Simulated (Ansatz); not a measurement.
By PBEsol, the system below comes out a metal.

Given:

```yaml
crystal:
  lattice:
    - [2.86214, 0.00000, 0.00000]
    - [0.00000, 2.86214, 0.00000]
    - [0.00000, 0.00000, 2.86214]
  atoms:
    - { symbol: Zn, position: [0.50000, 0.50000, 0.50000] }
    - { symbol: Cu, position: [0.00000, 0.00000, 0.00000] }
```

Space group of this cell: Pm-3m, CsCl type. The cell is strained (all lengths scaled by 0.98); by PBEsol its mean pressure is 7.4 GPa.

The current flows along the normal of the first two printed cell vectors, the (001) plane of the conventional cell. No spin-orbit coupling; the value is a mean over 0.1 eV about the Fermi level.

Task: Give the ballistic conductance per area that PBEsol (Ansatz, an electronic-structure program) yields.

Result: 1.1 × 10¹⁵ S/m² for both spins.
